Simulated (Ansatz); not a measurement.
Given:

End structure of the (10-10) surface of wurtzite ZnO in its 1x1 cell (cut with top plane O + Zn, bottom plane O + Zn), outermost plane spacing 0.95 Å in the ideal cut:

```xyz
8
Lattice="3.2795 0.0000 0.0000 0.0000 5.2938 0.0000 0.0000 0.0000 20.0000" Properties=species:S:1:pos:R:3 pbc="T T T"
O      1.6397     1.9368     8.0866
Zn     1.6397     5.4211     8.5635
O      0.0000     4.5762     9.1004
Zn     0.0000     2.6344     8.7718
O      0.0000     1.9293    10.8996
Zn     0.0000     5.2813    11.2282
O      1.6397     4.5837    11.9134
Zn     1.6397     2.7742    11.4365
```

Slab: 8 atoms, O4Zn4, 3.8 Å thick at the start (thin: gaps and levels are the slab's own); k 8x5x1, smearing 0.025 eV, dipole-corrected; all atoms relaxed; held to the start's symmetry, so lower structures may exist; no spin, no spin-orbit, no U.

Question: Predict the surface energy (mean of both faces) from PBE (Ansatz, a quantum-chemistry and plane-wave program).

Answer: 0.76 J/m^2
